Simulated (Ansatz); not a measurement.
The starting structures come from a database of crystals and need not be the phases stable at ambient conditions.

 Where the default PAW files enter, the runs use the earlier of Ansatz's two default sets.

Inside the gap of an insulator the Bloch states are evanescent, with a wavenumber k + iκ along the transport direction.

Given:

```xyz
6
Lattice="5.9735 0.0000 0.0000 2.9868 7.9630 0.0000 2.9868 -1.1203 2.7687" Properties=species:S:1:pos:R:3 pbc="T T T"
Sr     4.4802     6.1376     0.8724
Sr     4.4802     0.7051     1.8963
Br     7.4669     5.0007     0.4124
Br     7.4669     1.8420     2.3563
F      2.9868     0.0000     0.0000
F      0.0000     0.0000     0.0000
```

Space group of this cell: P4/nmm. The cell is taken as given.

Transport runs along the normal of the first two printed cell vectors, the (111) plane of the conventional cell.

The gap is the functional's own, uncorrected, and κ follows it; spin-orbit coupling is left out. Mid-gap values are interpolated between the computed energies.

Problem. State the band gap and the smallest decay constant κ at mid-gap according to Ansatz (a first-principles code) with r2SCAN.

Solution. Gap 5.83 eV on a 12×12×12 mesh; κ = 0.365 1/Å, at the zone centre.
